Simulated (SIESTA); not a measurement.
SIESTA run on SiMo3 (Pm-3n, 8 atoms in the cell): self-consistent single point.

Computed with GGA PBE, numerical atomic orbitals DZP, PseudoDojo PBE standard norm-conserving potentials (rewritten from UPF to PSML) in SIESTA.

The change in words: lattice scaled by 0.98. Reference geometry:
```yaml
crystal:
  lattice:
    - [4.87063, 0.00000, 0.00000]
    - [0.00000, 4.87063, 0.00000]
    - [0.00000, 0.00000, 4.87063]
  atoms:
    - { symbol: Si, position: [0.50000, 0.50000, 0.50000] }
    - { symbol: Si, position: [0.00000, 0.00000, 0.00000] }
    - { symbol: Mo, position: [0.00000, 0.50000, 0.25000] }
    - { symbol: Mo, position: [0.00000, 0.50000, 0.75000] }
    - { symbol: Mo, position: [0.25000, 0.00000, 0.50000] }
    - { symbol: Mo, position: [0.75000, 0.00000, 0.50000] }
    - { symbol: Mo, position: [0.50000, 0.25000, 0.00000] }
    - { symbol: Mo, position: [0.50000, 0.75000, 0.00000] }
```

Reference input (self-consistent single point, DFT, GGA PBE, numerical atomic orbitals DZP, PseudoDojo PBE standard norm-conserving potentials (rewritten from UPF to PSML)): XC.functional = GGA; XC.authors = PBE; potentials = PseudoDojo PBE standard; PAO.BasisSize = DZP; PAO.EnergyShift = 0.01 Ry; MeshCutoff = 300 Ry; kgrid.MonkhorstPack = 5 5 5; OccupationFunction = MP; OccupationMPOrder = 0; ElectronicTemperature = 2320.9 K; MaxSCFIterations = 150; SCF.Mixer.Method = Broyden. This run's input differs from it in these lines:

```diff
@@ -12,5 +12,5 @@
 %block LatticeVectors
-     4.870630000    0.000000000    0.000000000
-     0.000000000    4.870630000    0.000000000
-     0.000000000    0.000000000    4.870630000
+     4.773217000    0.000000000    0.000000000
+     0.000000000    4.773217000    0.000000000
+     0.000000000    0.000000000    4.773217000
 %endblock LatticeVectors
@@ -18,10 +18,10 @@
 %block AtomicCoordinatesAndAtomicSpecies
-     4.602078377    4.602078377    4.602078377  1
+     4.510036432    4.510036432    4.510036432  1
      0.000000000    0.000000000    0.000000000  1
-     0.000000000    4.602078377    2.301039189  2
-     0.000000000    4.602078377    6.903117566  2
-     2.301039189    0.000000000    4.602078377  2
-     6.903117566    0.000000000    4.602078377  2
-     4.602078377    2.301039189    0.000000000  2
-     4.602078377    6.903117566    0.000000000  2
+     0.000000000    4.510036432    2.255018216  2
+     0.000000000    4.510036432    6.765054648  2
+     2.255018216    0.000000000    4.510036432  2
+     6.765054648    0.000000000    4.510036432  2
+     4.510036432    2.255018216    0.000000000  2
+     4.510036432    6.765054648    0.000000000  2
 %endblock AtomicCoordinatesAndAtomicSpecies
```

Output, abridged:

```
        iscf     Eharris(eV)        E_KS(eV)     FreeEng(eV)     dDmax    Ef(eV) dHmax(eV)
   scf:    1   -11601.310745   -11687.279374   -11687.344017  0.912975 -2.294482  8.067698
   scf:    2   -11707.698717   -11699.375512   -11699.423329  0.315939 -3.018678  3.307363
   scf:    3   -11701.995005   -11701.155325   -11701.203719  0.135939 -3.515722  0.675721
   scf:    4   -11701.371359   -11701.281934   -11701.331773  0.072252 -3.670032  0.055771
   scf:    5   -11701.282344   -11701.282150   -11701.332009  0.001719 -3.674361  0.037475
   scf:    6   -11701.282103   -11701.282130   -11701.331933  0.000803 -3.675421  0.042306
   scf:    7   -11701.282603   -11701.282383   -11701.332142  0.002308 -3.685353  0.013008
   scf:    8   -11701.282443   -11701.282417   -11701.332165  0.001103 -3.689612  0.000151
   scf:    9   -11701.282417   -11701.282417   -11701.332165  0.000014 -3.689659  0.000067
   scf:   10   -11701.282416   -11701.282417   -11701.332165  0.000006 -3.689666  0.000072
SCF Convergence by DM+H criterion
max |DM_out - DM_in|         :     0.0000057677
max |H_out - H_in|      (eV) :     0.0000723939
SCF cycle converged after 10 iterations

Using DM_out to compute the final energy and forces

siesta: E_KS(eV) =           -11701.2824

siesta: E_KS - E_eggbox =    -11701.2824

siesta: Atomic forces (eV/Ang):
     1   -0.000001   -0.000000   -0.000001
     2    0.000001    0.000000    0.000001
     3    0.000001   -0.000000   -0.000001
     4    0.000001   -0.000000    0.000001
     5   -0.000005    0.000000   -0.000001
     6    0.000005    0.000000   -0.000001
     7   -0.000001    0.000006    0.000001
     8   -0.000001   -0.000006    0.000001
   Tot   -0.000000   -0.000000   -0.000000
   Max    0.000006
   Res    0.000002    sqrt( Sum f_i^2 / 3N )
   Max    0.000006    constrained

   [... lines left out ...]
siesta: FreeEng =    -11701.332165
siesta: Cell volume =        108.751069 Ang**3
siesta:         255.40984083        255.40989713  kBar
   [... lines left out ...]

             -0.026  -0.046   0.073

mulliken: Qtot =       92.000

Mulliken Atomic Populations:
Atom #   charge [q] valence [e]  Species
     1     0.019195    3.980805  Si
     2     0.019195    3.980805  Si
     3    -0.006395   14.006395  Mo
     4    -0.006396   14.006396  Mo
     5    -0.006399   14.006399  Mo
     6    -0.006401   14.006401  Mo
     7    -0.006399   14.006399  Mo
     8    -0.006400   14.006400  Mo
 Total     0.000000
```

The run converged in 10 iterations. Against the reference run the free energy goes up by 80.5 meV/atom and the pressure goes from 5.86 to 25.54 GPa.

The starting cell comes from a database of computed structures (which also holds hypothetical and non-ambient phases and stackings), without a prior relaxation at this level. Its lattice was rescaled by a random factor within 2.5 % of one. For this run, on top of that: lattice scaled by 0.98. Spin polarisation is off. Values carry the incompleteness of an atom-centred basis. With a pressure of about 26 GPa the cell is away from its equilibrium volume at this level.

Cost on one core of a shared machine: roughly 2 min.
